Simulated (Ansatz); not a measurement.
Defect migration in monoclinic ZrO2 with all lengths changed by +1 %: interstitial Li, charge state +1. Computed with PBE, PAW (plane waves to 420 eV; Ansatz, a quantum-chemistry and plane-wave program).

Settings: 96 host sites, the strained lattice (strain from the relaxed PBE one, atoms relaxed), the Γ point alone, smearing 0.01 eV, spin-restricted, no image-charge correction. No zero-point or tunnelling terms. The charge state is imposed; whether it is stable for some Fermi level was not computed. Sites that were not tried may lie lower.

Barriers: single points on a 2×2×2 k-point mesh shifted by half a step at the bands' geometries.

Relaxed starting cell (atoms counted from 1):

```yaml
crystal:
  lattice:
    - [10.48246, 0.00000, 0.00000]
    - [0.00000, 10.58838, 0.00000]
    - [-1.82515, 0.00000, 10.71086]
  atoms:
    - { symbol: Zr, position: [0.13658, 0.22670, 0.35717] }
    - { symbol: Zr, position: [0.13937, 0.22505, 0.84593] }
    - { symbol: Zr, position: [0.13645, 0.72850, 0.35756] }
    - { symbol: Zr, position: [0.13705, 0.72865, 0.85435] }
    - { symbol: Zr, position: [0.63711, 0.22695, 0.35847] }
    - { symbol: Zr, position: [0.63689, 0.22758, 0.85577] }
    - { symbol: Zr, position: [0.63736, 0.72701, 0.35710] }
    - { symbol: Zr, position: [0.63783, 0.72714, 0.85630] }
    - { symbol: Zr, position: [0.36894, 0.27202, 0.14436] }
    - { symbol: Zr, position: [0.36434, 0.27285, 0.64268] }
    - { symbol: Zr, position: [0.36518, 0.77432, 0.14558] }
    - { symbol: Zr, position: [0.36376, 0.77246, 0.64512] }
    - { symbol: Zr, position: [0.85376, 0.27270, 0.14781] }
    - { symbol: Zr, position: [0.86185, 0.27339, 0.64481] }
    - { symbol: Zr, position: [0.86100, 0.77472, 0.14517] }
    - { symbol: Zr, position: [0.86236, 0.77332, 0.64521] }
    - { symbol: Zr, position: [0.36296, 0.47778, 0.39461] }
    - { symbol: Zr, position: [0.36198, 0.47656, 0.89381] }
    - { symbol: Zr, position: [0.36279, 0.97758, 0.39483] }
    - { symbol: Zr, position: [0.36380, 0.97665, 0.89427] }
    - { symbol: Zr, position: [0.86263, 0.47770, 0.39573] }
    - { symbol: Zr, position: [0.86374, 0.47671, 0.89473] }
    - { symbol: Zr, position: [0.86239, 0.97711, 0.39544] }
    - { symbol: Zr, position: [0.86415, 0.97884, 0.89496] }
    - { symbol: Zr, position: [0.13959, 0.01839, 0.10519] }
    - { symbol: Zr, position: [0.13793, 0.02040, 0.60358] }
    - { symbol: Zr, position: [0.13807, 0.53435, 0.10667] }
    - { symbol: Zr, position: [0.13650, 0.52344, 0.60560] }
    - { symbol: Zr, position: [0.63766, 0.02205, 0.10508] }
    - { symbol: Zr, position: [0.63725, 0.02226, 0.60662] }
    - { symbol: Zr, position: [0.63663, 0.52495, 0.10537] }
    - { symbol: Zr, position: [0.63745, 0.52329, 0.60675] }
    - { symbol: O, position: [0.03133, 0.08757, 0.42557] }
    - { symbol: O, position: [0.03222, 0.09306, 0.92819] }
    - { symbol: O, position: [0.03093, 0.58922, 0.42795] }
    - { symbol: O, position: [0.03040, 0.59211, 0.92941] }
    - { symbol: O, position: [0.53080, 0.08918, 0.42819] }
    - { symbol: O, position: [0.53085, 0.08929, 0.92764] }
    - { symbol: O, position: [0.53064, 0.58909, 0.42824] }
    - { symbol: O, position: [0.53049, 0.58862, 0.92738] }
    - { symbol: O, position: [0.46703, 0.41198, 0.07174] }
    - { symbol: O, position: [0.46844, 0.41199, 0.57242] }
    - { symbol: O, position: [0.46902, 0.91166, 0.07267] }
    - { symbol: O, position: [0.46818, 0.91157, 0.57344] }
    - { symbol: O, position: [0.97032, 0.40964, 0.07379] }
    - { symbol: O, position: [0.96828, 0.41156, 0.57304] }
    - { symbol: O, position: [0.96884, 0.91303, 0.07352] }
    - { symbol: O, position: [0.96865, 0.91069, 0.57221] }
    - { symbol: O, position: [0.46623, 0.33807, 0.32300] }
    - { symbol: O, position: [0.46782, 0.33863, 0.82261] }
    - { symbol: O, position: [0.46913, 0.83932, 0.32324] }
    - { symbol: O, position: [0.46887, 0.83843, 0.82351] }
    - { symbol: O, position: [0.96584, 0.33793, 0.32349] }
    - { symbol: O, position: [0.96975, 0.33919, 0.82206] }
    - { symbol: O, position: [0.96784, 0.83932, 0.32345] }
    - { symbol: O, position: [0.96956, 0.84126, 0.82248] }
    - { symbol: O, position: [0.03197, 0.16606, 0.17324] }
    - { symbol: O, position: [0.03096, 0.16029, 0.67416] }
    - { symbol: O, position: [0.03027, 0.66453, 0.17874] }
    - { symbol: O, position: [0.03091, 0.66127, 0.67827] }
    - { symbol: O, position: [0.53328, 0.16093, 0.17883] }
    - { symbol: O, position: [0.53218, 0.16187, 0.67759] }
    - { symbol: O, position: [0.53109, 0.66150, 0.17842] }
    - { symbol: O, position: [0.53186, 0.66135, 0.67836] }
    - { symbol: O, position: [0.22741, 0.37201, 0.48246] }
    - { symbol: O, position: [0.22156, 0.36896, 0.98329] }
    - { symbol: O, position: [0.22671, 0.87254, 0.48573] }
    - { symbol: O, position: [0.22686, 0.87356, 0.98611] }
    - { symbol: O, position: [0.72674, 0.37146, 0.48687] }
    - { symbol: O, position: [0.72767, 0.37238, 0.98746] }
    - { symbol: O, position: [0.72698, 0.87153, 0.48632] }
    - { symbol: O, position: [0.72786, 0.87284, 0.98613] }
    - { symbol: O, position: [0.27257, 0.12961, 0.01519] }
    - { symbol: O, position: [0.27241, 0.12893, 0.51393] }
    - { symbol: O, position: [0.27315, 0.63069, 0.01499] }
    - { symbol: O, position: [0.27227, 0.62922, 0.51530] }
    - { symbol: O, position: [0.77157, 0.12949, 0.01556] }
    - { symbol: O, position: [0.77210, 0.12840, 0.51519] }
    - { symbol: O, position: [0.77205, 0.62948, 0.01573] }
    - { symbol: O, position: [0.77212, 0.62852, 0.51568] }
    - { symbol: O, position: [0.27050, 0.11959, 0.26482] }
    - { symbol: O, position: [0.27406, 0.11886, 0.76188] }
    - { symbol: O, position: [0.27158, 0.62092, 0.26543] }
    - { symbol: O, position: [0.27190, 0.62004, 0.76520] }
    - { symbol: O, position: [0.77336, 0.12363, 0.26529] }
    - { symbol: O, position: [0.77294, 0.12208, 0.76555] }
    - { symbol: O, position: [0.77254, 0.62261, 0.26532] }
    - { symbol: O, position: [0.77330, 0.62147, 0.76593] }
    - { symbol: O, position: [0.22101, 0.37480, 0.22646] }
    - { symbol: O, position: [0.22744, 0.37671, 0.73293] }
    - { symbol: O, position: [0.22772, 0.87668, 0.23597] }
    - { symbol: O, position: [0.22729, 0.87690, 0.73558] }
    - { symbol: O, position: [0.72342, 0.37997, 0.23688] }
    - { symbol: O, position: [0.72729, 0.37877, 0.73682] }
    - { symbol: O, position: [0.72687, 0.87990, 0.23612] }
    - { symbol: O, position: [0.72746, 0.87858, 0.73626] }
    - { symbol: Li, position: [0.09752, 0.29037, 0.08328] }
```
Cell charge +1.

End state 1 differs by these moves (Å; atoms that move under 0.08 Å are left out):

```tsv
atom	element	Δx	Δy	Δz
1	Zr	0.02	-0.11	-0.01
2	Zr	-0.05	0.02	0.10
13	Zr	0.11	0.01	-0.03
21	Zr	-0.10	0.00	0.02
27	Zr	0.04	-0.09	-0.12
57	O	-0.03	-0.08	0.07
59	O	0.02	-0.08	-0.01
65	O	-0.06	0.04	-0.07
66	O	0.06	0.05	0.00
89	O	0.00	0.07	0.07
97	Li	-0.46	1.80	2.68
```

Predict the forward and backward barriers to end state 1 from PBE, PAW.

forward 0.98 eV, backward 0.98 eV; at the saddle point atom 97 has neighbours O at 1.73, 2 O at 1.76, O at 2.16 Å. The saddle point's order was not checked.

End state 2 differs by these moves (Å; atoms that move under 0.08 Å are left out):

```tsv
atom	element	Δx	Δy	Δz
2	Zr	0.06	0.03	0.08
13	Zr	0.06	0.03	0.08
24	Zr	-0.02	-0.14	-0.01
27	Zr	-0.02	-0.14	-0.01
54	O	-0.03	-0.05	0.06
57	O	-0.03	-0.05	0.06
86	O	0.04	0.04	0.10
89	O	0.04	0.04	0.10
97	Li	-1.74	-0.85	-1.77
```

What is the computed forward and backward barriers to end state 2 (PBE, PAW)?

forward 0.10 eV, backward 0.10 eV; at the saddle point atom 97 has neighbours O at 1.90, O at 1.91, 2 O at 1.99 Å. The saddle point's order was not checked, and it lies on a symmetry element of the cell, where a band can be held.
